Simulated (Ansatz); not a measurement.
P (model structure, started from the lonsdaleite type, P6₃/mmc, No. 194, 4 atoms in the cell), treated with G0W0@PBEsol (Ansatz, a first-principles code, plane waves, hard PAW, contour deformation).

The cell is the one relaxed with PBEsol. Conventional cell: a = 3.2456 Å, b = 3.2456 Å, c = 11.3387 Å, α = 90.00°, β = 90.00°, γ = 120.00°.

One run with a 9×9×2 mesh, response cutoff 100 eV and 432 empty bands, not extrapolated in mesh or basis; no spin–orbit coupling.

Highest filled and lowest empty level by k point (fractions of the reciprocal vectors of the cell (3.246 -0.000 0.000) (-1.623 2.811 -0.000) (0.000 -0.000 11.339) Å; eV from the valence maximum of each method):

```csv
k,PBEsol filled,PBEsol empty,QP filled,QP empty
0 0 0,-0.24,3.58,-0.22,4.70
0 0.222 -0.5,-0.46,2.11,-0.50,3.15
0 0.333 -0.5,-0.61,1.53,-0.60,2.51
0.111 0.111 -0.5,-0.53,3.27,-0.57,4.29
0.111 0.222 0,-0.05,2.46,-0.03,3.42
0.111 0.333 0,-0.78,2.18,-0.73,3.08
0.111 0.333 -0.5,-0.94,2.45,…,…
0.222 0.222 0,-0.44,2.94,…,…
```

Problem. Estimate the withheld levels to about 0.1 eV.

Solution. 
- 0.111 0.333 -0.5, QP filled: -0.92
- 0.111 0.333 -0.5, QP empty: 3.40
- 0.222 0.222 0, QP filled: -0.41
- 0.222 0.222 0, QP empty: 3.90

Note: the relaxation could raise the start's symmetry but not lower it, so the cell can be a saddle point.

A model structure was made by putting elements into a prototype or built by hand; it is no filed structure, need not be a known phase, and can be a saddle point held by its symmetry.
